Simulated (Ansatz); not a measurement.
Checking a run of Ansatz (a quantum-chemistry and plane-wave program) on Ta (I4_1/amd, 2 atoms in the cell). The aim is a self-consistent single point with DFT, PBE, plane waves, default PAW files.

Cell that was meant: a = 3.8607 Å, b = 3.8607 Å, c = 3.8607 Å, α = 97.44°, β = 97.44°, γ = 137.81°.

Part of the input:

Ansatz 0.2 input:
```yaml
  xc: pbe
  pseudopotentials: { kind: paw }
scf:
  occupations: { method: fixed }
output:
  forces: true
  eigenvalues: true
```

Output (repeated stretches shortened):

```
WARN basis.ecutwfc = 420 eV, the default
WARN ansatz: RAYON_NUM_THREADS=1 ignored (pool sized by the plan → 1); use --threads N
   [... lines left out ...]
Symmetry: 16 space group operations
Space group: I41/amd (ITA 141), of the structure as read, at distance tolerance 3.3e-5 Å
k-points: 75 of 729
Initial density: superposition of atomic densities (neutral atoms: chi_scale 0, normalization atom), corrected by the library's trained network
Initial wavefunctions: pseudopotential atomic-orbital guess
Eigensolver: davidson
Functional: x = pbe(κ = 0.804, μ = 0.2195149727645171), c = pbe(β = 0.06672455060314922)
SCF iter   1: F=—  HF=-19862.693453 eV  |F-HF|=—  |Δ(HF+E_count)|=         —  Δρ=8.41e-3  dr2=1.48e-2  ethr=1.77e-3  ⟨swp⟩=4.1  Hψ=5466  notcnv=0  defer=67
all-band conjugate gradients solve this SCF's bands
   [... lines left out ...]
WARN: the bands overlap at the fill by count (13 filled at each k-point of a channel) …
SCF 1 converged in 6 iterations: F = -19862.689724 eV  dr2 = 3.59e-10
Free energy (F): -19862.689724 eV
Internal energy: -19862.689724 eV  (E = F + TS)
E sigma→0 (E₀):  -19862.689724 eV
Fermi energy:    19.501662 eV
--- Forces (eV/Å), atoms counted from 1 ---
  atom   1  Ta     0.00000000    -0.00000000     0.00000000
  atom   2  Ta     0.00000000     0.00000000     0.00000000
--- Stress (GPa, compression-positive) ---
       15.705807      -0.000000       0.000000
       -0.000000      15.705807      -0.000000
        0.000000       0.000000      18.993136
  P = ⅓ Tr σ = 16.8016 GPa (168.016 kbar)
  The stress holds the Pulay correction. Without it, at fixed plane waves, as pw.x and ABINIT print it: P = 16.7420 GPa
```

Task: Can these results be used? Check the input.

Result: The run is not sound. The fault is fixed (insulator-type) occupations in a metal. Fixed occupations assume a gap. Where bands overlap, the filling has to be decided k-point by k-point from a Fermi level. To fix it, use a smearing (or tetrahedra) with enough empty bands. The run converged in 6 iterations without an error; against the sound input the free energy rises by 59.4 meV/atom and the pressure goes from 16.31 to 16.80 GPa. The full log also holds (shortened here): “WARN: iter 1: σ=0 fill of 13 bands saw a band overlap (occupied 19.4598 eV > unoccupied 18.4187 eV) — on an unconverged iterate often a transient of an (band_overlap_at_count)” and “iter 5 did not close the SCF: its close was put off for the readings that it lacked (scf_convergence_deferred on its scf_iter line)”.

The sound input it was made from differs as follows (other fixes are possible):
```diff
-  occupations: { method: fixed }
+  occupations: { method: cold, width: 0.2 }
```

With that input, the run converged in 6 iterations: free energy E − TS (on the zero of these files) -19862.8086 eV; Fermi level (on the code's own zero) 19.00 eV; pressure 16.31 GPa (DFT, PBE, plane waves, default PAW files).

On the sound input: the starting cell was generated: these elements placed on a structure prototype, without a prior relaxation; it need not be a known phase or ordering of this composition. Its lattice was rescaled by a random factor within 2.5 % of one. Spin polarisation is off. With a pressure of about 16 GPa the cell is away from its equilibrium volume at this level. Ansatz's pressure includes its estimate of the finite-basis (Pulay) stress.
